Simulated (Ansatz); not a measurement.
The parent structure is SrHfN₂ (space group R-3m, No. 166; a = 3.3198 Å, c = 17.5833 Å (hexagonal axes); a cell from a computed database, its experimental status unchecked).

The same geometry is solved again with r2SCAN.

Levels (all Ansatz, an electronic-structure program, PAW): r2SCAN (500 eV, scalar-relativistic without spin-orbit coupling); PBEsol (420 eV, no SOC).

Base, band edges from the VBM (valence, conduction): Γ 0.00, 2.36; F -0.57, 0.17; S₂ -1.45, 2.84; S₀ -1.45, 2.84; L -1.22, 2.22; H₀ -1.50, 2.76; H₂ -1.50, 2.76; T -0.48, 3.05 eV.

Q: Give the band edges at the high-symmetry points of the new zone, measured from its valence-band maximum.

A: 
```
point  valence edge (eV)  conduction edge (eV)
-----  -----------------  --------------------
Γ                   0.00                  2.87
T                  -0.48                  3.55
H₂                 -1.52                  3.23
H₀                 -1.52                  3.23
L                  -1.25                  2.65
S₀                 -1.47                  3.30
S₂                 -1.47                  3.30
F                  -0.59                  0.60
```

The gap is 0.60 eV, indirect, Γ → F.

Single points use the geometry relaxed with PBEsol. Spin-orbit coupling, missing from the scalar runs, can matter with Hf. Stability against distortions was not tested.
